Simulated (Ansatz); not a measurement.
How far PBE and PBEsol part for HfSi2, pressure 75 GPa

Start from HfSi$_{2}$ (space group Cmcm, No. 63; a = 3.6825 Å, b = 14.5985 Å, c = 3.6583 Å).

(Cell as relaxed with PBE.)

Levels (all Ansatz, an electronic-structure program, PAW, earlier PAW set): PBE (420 eV, spin-orbit coupling left out); PBEsol (420 eV, without spin-orbit coupling).

Each level relaxes its own structure.

| base | PBE | PBEsol |
|---|---|---|
| volume per atom | 16.39 Å³ | 15.87 Å³ |
| band gap | zero | zero |

Perturbation: a hydrostatic pressure of 75 GPa.

```json
[
 {"quantity": "volume per atom", "PBE": "11.92 Å³", "PBEsol": "11.71 Å³"},
 {"quantity": "band gap", "PBE": "zero", "PBEsol": "zero"}
]
```

PBE's volume per atom lies 0.21 Å³ above PBEsol's (1.8 %); the two agree on the band gap. Neither level is exact; PBEsol is the comparison here, not a measurement.

Load acts through the strain it causes; cell and atoms are relaxed under it. Stability against distortions was not tested. No other phases were tried under pressure. All final runs are without spin polarisation.
